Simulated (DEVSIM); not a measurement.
Device: illuminated Si n-on-p cell, one wavelength, at 300 K.

Layer 1 from the left is Si, thickness (μm) 0.140, Nd (cm⁻³) 9.9e18, τn (s) 1.2e-8, τp (s) 5.1e-9, absorption coefficient (cm⁻¹) 250. Layer 2 from the left is Si, thickness (μm) 170, Na (cm⁻³) 4.5e16, τn (s) 1.5e-7, τp (s) 1.5e-7, absorption coefficient (cm⁻¹) 250.

Left contact: ohmic, minority hole recombination velocity 3e5 cm/s. Right contact: ohmic, minority electron recombination velocity 80000 cm/s. Voltage is applied to the left contact. Recombination: SRH at mid-gap, radiative, Auger. Light enters at the left, 2e17 photons cm⁻² s⁻¹, one pass, no reflection. Mobility is constant in doping.

Constants are typed, rounded textbook-type inputs, not results; the design itself was drawn at random and stands for no fabricated device. Values at 300 K.

Si: gap (eV) 1.124, affinity (eV) 4.05, permittivity 11.7, Nc (cm⁻³) 2.86e19, Nv (cm⁻³) 3.1e19, μn (cm²/Vs) 1417, μp (cm²/Vs) 470, B (cm³/s) 4.7e-15, Cn (cm⁶/s) 2.8e-31, Cp (cm⁶/s) 9.9e-32.

DEVSIM, 1D drift-diffusion, Boltzmann statistics, complete ionisation; no tunnelling, impact ionisation, image-force lowering or self-heating.

Dark forward current:

| |V| (V) | |J| (A/cm²) |
|---|---|
| 0.05 | 1.249e-8 |
| 0.10 | 4.428e-8 |
| 0.15 | 1.316e-7 |
| 0.20 | 3.806e-7 |
| 0.25 | 1.128e-6 |
| 0.30 | 3.602e-6 |
| 0.35 | 1.323e-5 |
| 0.40 | 5.889e-5 |
| 0.45 | 0.0003156 |
| 0.50 | 0.001922 |
| 0.55 | 0.01252 |
| 0.60 | 0.08339 |
| 0.65 | 0.5283 |
| 0.70 | 2.568 |
| 0.75 | 7.618 |
| 0.80 | 15.28 |
| 0.85 | 24.73 |
| 0.90 | 35.55 |
| 0.95 | 47.61 |
| 1.00 | 60.90 |
| 1.05 | 75.46 |
| 1.10 | 91.37 |
| 1.15 | 108.7 |
| 1.20 | 127.6 |
| 1.25 | 148.1 |
| 1.30 | 170.3 |

Problem. Work out the local ideality factor n = ΔV / (kT/q · ln(J2/J1)) between the rows 0.15 and 0.20 V, 0.55 and 0.60 V, 1.25 and 1.30 V.

Solution. kT/q = 25.85 mV. From 0.15 to 0.20 V: ln(3.806e-7/1.316e-7) = 1.062, n = 1.82. From 0.55 to 0.60 V: ln(0.08339/0.01252) = 1.896, n = 1.02, near the 1 of diffusion or emission over a barrier. From 1.25 to 1.30 V: ln(170.3/148.1) = 0.140, n = 13.85.

Problem. What current could the absorbed light give at most, and what share is collected?

Solution. Σ αd = 4.25, so qΦ(1 − exp(−Σ αd)) = 31.6 mA/cm². The simulated short-circuit current is 11.98 mA/cm², a share of 0.38.

Problem. Estimate the open-circuit voltage by superposition: the voltage at which the dark current equals that short-circuit current.

Solution. Interpolating ln J in the table gives 0.549 V. The simulation gives 0.549 V, the same within the digits that matter. Superposition holds where collection doesn't change with voltage.

Problem. Estimate the fill factor from FF0 = (v − ln(v + 0.72))/(v + 1), v = qVoc/(nkT), with n from the dark curve.

Solution. The rows about Voc, 0.50 and 0.55 V, give n = 1.03, so v = 20.6 and FF0 = 0.812. The simulation gives 0.811, the same within the digits that matter.
